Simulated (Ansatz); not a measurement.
**Sensitivity of a calculation on ZrBrN (Pmmn, 6 atoms in the cell) to its settings**

```
ZrBrN
1.0
    3.67983     0.00000     0.00000
    0.00000     4.18767     0.00000
    0.00000     0.00000     9.17216
Zr Br N
2 2 2
Direct
  0.00000   0.50000   0.09801
  0.50000   0.00000   0.90199
  0.00000   0.00000   0.67014
  0.50000   0.50000   0.32986
  0.00000   0.00000   0.03051
  0.50000   0.50000   0.96949
```

Base run A: PBE0, default PAW files made with PBE run with Ansatz (an electronic-structure program), self-consistent single point.

Its settings: basis.ecutwfc = 420 eV; kpoints.mp_grid.grid = 4 3 2; hamiltonian.xc = pbe0; hamiltonian.pseudopotentials = {kind: paw} (the program's default PAW files); scf.occupations.method = fermi_dirac; scf.occupations.width = 0.02 eV.

The starting cell comes from a database of computed structures (which also holds hypothetical and non-ambient phases and stackings), without a prior relaxation at this level. Its lattice was rescaled by a random factor within 2.5 % of one. In the base run, with a pressure of about -6 GPa the cell is away from its equilibrium volume at this level. Ansatz's pressure includes its estimate of the finite-basis (Pulay) stress.

ΔF is the free energy per atom less that of run A. A dash stands where there is no value to compare (another energy zero or no entropy term, no result, no spin, no clean gap, or a mesh too coarse for one). Absolute energies have different zeros for different potentials, functionals, Hubbard and dispersion terms and are not compared across them.

Runs:
- B: hamiltonian.xc: pbe0 → pbesol [PBEsol]
- C: hamiltonian.xc: pbe0 → hse06 [HSE06]
- D: kpoints.mp_grid.grid: 4 3 2 → 5 5 2; kpoints.mp_grid.shift: default → 0.5 0.5 0.5
- E: scf.convergence.dr2_threshold: default (1e-07 eV) → 1e-10 eV
- F: scf.mixing.preconditioner: default (the program chose none) → local_kerker
- G: scf.mixing.algorithm: default (the program chose MSR1) → anderson; scf.mixing.beta: default → 1

```tsv
run	ΔF (meV/atom)	pressure (GPa)	largest force (eV/Å)	gap on the mesh (eV)	k-points
A	0.00	-5.68	0.841	3.561	12
B	–	-6.37	0.833	1.733	12
C	–	-5.68	0.847	2.843	12
D	-0.68	-5.77	0.743	4.288	9
E	0.00	-5.68	0.841	3.561	12
F	0.00	-5.68	0.841	3.561	12
G	0.00	-5.68	0.841	3.561	12
```

Run D against A: The free energy stays essentially unchanged (within 1 meV/atom), the pressure moves little (-5.68 to -5.77 GPa), the largest force goes from 0.841 to 0.743 eV/Å and the gap on the mesh goes from 3.561 to 4.288 eV.

Run B against A: The pressure goes from -5.68 to -6.37 GPa, the largest force moves little (0.841 to 0.833 eV/Å) and the gap on the mesh goes from 3.561 to 1.733 eV.

Run C against A: The pressure stays at -5.68 GPa, the largest force moves little (0.841 to 0.847 eV/Å) and the gap on the mesh goes from 3.561 to 2.843 eV.

Keys are those of Ansatz 0.2.
